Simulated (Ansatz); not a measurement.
Base system: CdS in the zinc blende structure (space group F-43m, No. 216; a = 5.878 Å).

Level of theory: DFT with r2SCAN, PAW potentials and a 500 eV plane-wave cutoff in Ansatz (a program for electronic structure), spin-orbit coupling left out.

For the base:

* **Band gap**: 1.54 eV
* **Volume per atom**: 25.38 Å³
* **Electron mass**: 0.15 mₑ (at Γ)

One thing is altered: a hydrostatic pressure of 30 GPa.

Q: How does this affect the band gap, volume per atom and electron mass?

A: The band gap increases by 0.54 eV (1.54 eV → 2.08 eV); the volume per atom drops by 6.02 Å³ (25.38 Å³ → 19.36 Å³); the electron mass becomes 0.18 mₑ (at Γ) (base: 0.15 mₑ (at Γ)).

Load acts through the strain it causes; cell and atoms are relaxed under it. Effective masses come from finite differences of ±0.01 Å⁻¹. No phonon test of stability was made. Tetrahedral semiconductors of this kind turn to denser phases somewhere between about 1 and 50 GPa; those were not computed, so compressed cells here can lie past the real transition.
